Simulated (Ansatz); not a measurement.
For SnPt (P6₃/mmc, No. 194), LDA in Ansatz (PAW) gives:

- lattice parameter a = 4.092 Å
- c axis length = 5.407 Å

What does r²SCAN (plane waves, PAW; Ansatz, a first-principles code) give for the same quantities?


- lattice constant a: 4.137 Å (goes up by 1.1 %)
- lattice parameter c: 5.477 Å (goes up by 1.3 %)

Changes are worked out from the printed values.

Unless a cell is named, each level is at its own relaxed cell (LDA 19.60, r²SCAN 20.30 Å³/atom).

Levels without +SOC leave out spin–orbit coupling, which shifts energies and cells of such heavy elements.

Ansatz's density-functional and Hartree–Fock values are scalar-relativistic unless marked +SOC, with PAW data made under PBE.
